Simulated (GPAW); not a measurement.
A self-consistent single point of H2 (Cmcm, 4 atoms in the cell) with GPAW.

Computed with PBEsol, GPAW PAW datasets PBEsol (made by gpaw-setup) (plane waves; GPAW).

```
CELL_PARAMETERS angstrom
      1.64853    -2.73169     0.00000
      1.64853     2.73169     0.00000
      0.00000     0.00000     6.31377
ATOMIC_POSITIONS crystal
  H  0.56781 0.43219 0.99951
  H  0.43219 0.56781 0.00049
  H  0.43219 0.56781 0.49951
  H  0.56781 0.43219 0.50049
```

Reference input (self-consistent single point, DFT PBEsol, plane waves, GPAW PAW datasets PBEsol (made by gpaw-setup)): mode = pw; ecut = 850 eV; xc = PBEsol; kpts = 9 9 4; mesh shift (steps) = 0 0 0; occupations.name = fermi-dirac; occupations.width = 0 eV; nbands = -8; convergence.forces = 0.001 eV/Å; convergence.bands = -6; symmetry.symmorphic = false; symmetry.tolerance = 0.0005. This run's input differs from it in these lines:

```diff
@@ -16,3 +16,3 @@
             xc='PBEsol',
-            kpts={'size': (9, 9, 4), 'gamma': True},
+            kpts=(15, 15, 7),
             occupations=FermiDirac(0.0),
```

The program printed (abridged):

```
     iter     time        total  log10-change:
                         energy   eigst   dens  force
iter:   1 --:--:--   -14.587280   +1.32
iter:   2 --:--:--   -14.478269   -0.08  -0.41
iter:   3 --:--:--   -13.478097   -0.90  -0.44
iter:   4 --:--:--   -13.472004   -3.49  -1.57
iter:   5 --:--:--   -13.472775   -4.05  -1.92
iter:   6 --:--:--   -13.473058c  -3.64  -2.01
iter:   7 --:--:--   -13.473061c  -5.55  -3.19
iter:   8 --:--:--   -13.473057c  -5.73  -3.08
iter:   9 --:--:--   -13.473057c  -7.30  -4.04c
iter:  10 --:--:--   -13.473057c  -9.43c -4.67c
iter:  11 --:--:--   -13.473057c  -8.16c -4.71c -3.63c
Converged after 11 iterations.

Dipole moment: (0.000000, -0.000000, -0.000000) |e|*Ang

Energy contributions relative to reference atoms: (reference = -48.977651)

Kinetic:        +14.042116
Potential:      -17.166698
External:        +0.000000
XC:             -10.357484
Entropy (-ST):   +0.000000
Local:           +0.009009
SIC:             +0.000000
--------------------------
Free energy:    -13.473057
Extrapolated:   -13.473057

Showing only first 2 kpts
 Kpt  Band  Eigenvalues  Occupancy
  0     0    -10.23553    2.00000
  0     1     -9.52910    2.00000
  0     2      0.90691    0.00000
  0     3      4.01946    0.00000

  1     0    -10.20475    2.00000
  1     1     -9.56921    2.00000
  1     2      1.04969    0.00000
  1     3      3.86254    0.00000

Fermi level: -4.19046

Gap: 8.242 eV
Transition (v -> c):
   [... lines left out ...]
Direct gap: 8.264 eV
   [... lines left out ...]
Energy (eV): -13.473057

Forces in eV/Ang:
  0 H     0.00000   -0.65801   -0.00577
  1 H     0.00000    0.65801    0.00577
  2 H     0.00000    0.65801   -0.00577
  3 H     0.00000   -0.65801    0.00577

Stress tensor:
    -0.000812     0.000000     0.000000
     0.000000    -0.017327     0.000000
     0.000000     0.000000    -0.001056
Stress (GPa, Voigt): [-0.13   -2.776  -0.1692  0.      0.      0.    ]
```

The run converged in 11 iterations. GPAW prints stress with tension positive. Against the reference run the free energy is nearly the same (within 1 meV/atom), the pressure stays at 1.03 GPa, the largest force stays at 0.658 eV/Å and the gap on the mesh goes from 8.325 to 8.242 eV.

The starting cell comes from a database of computed structures (which also holds hypothetical and non-ambient phases and stackings), without a prior relaxation at this level.

Cost on one core of a shared machine: roughly 2 min.
